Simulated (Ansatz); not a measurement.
Base system: CdF₂ in the fluorite structure (space group Fm-3m, No. 225).

CdF2 has the cubic space group Fm-3m (No. 225), the fluorite structure, Pearson symbol cF12. Conventional cell: a = 5.3840 Å, b = 5.3840 Å, c = 5.3840 Å, α = 90.00°, β = 90.00°, γ = 90.00°. Cd on 4a is coordinated by 8 F at 2.331 Å (cubic). F on 8c has 4 Cd at 2.331 Å (tetrahedral). (Neighbours: up to the widest gap in distance over summed covalent radii, below 1.35, at either atom; cation-cation and far metal-metal contacts left out.)
(The calculation used a cell of 3 atoms; values per cell refer to that cell.)

All numbers come from PBEsol/PAW in Ansatz (a first-principles code), scalar-relativistic without spin-orbit coupling.

Strains are applied to the cell and any free atomic positions relax.

One change was made to it. Results:

```json
[
 {"quantity": "pressure", "base": "0.00 GPa", "after": "-7.75 GPa"},
 {"quantity": "mean gap deformation potential ΔEg/Δln V", "base": "–", "after": "-3.4 eV"},
 {"quantity": "energy relative to the base (free energy F)", "base": "0 meV/atom", "after": "+32 meV/atom"}
]
```

### Question
What was done to the base?
A) isotropic strain +3.00 %
B) isotropic strain +2.00 %
C) isotropic strain +1.50 %
D) isotropic strain +1.00 %

### Answer
A, isotropic strain +3.00 %. For comparison, the energy relative to the base in the other runs: isotropic strain +1.00 % gives +3.8 meV/atom; isotropic strain +2.00 % gives +15 meV/atom; isotropic strain +1.50 % gives +8.4 meV/atom.

Stability against distortions was not tested.
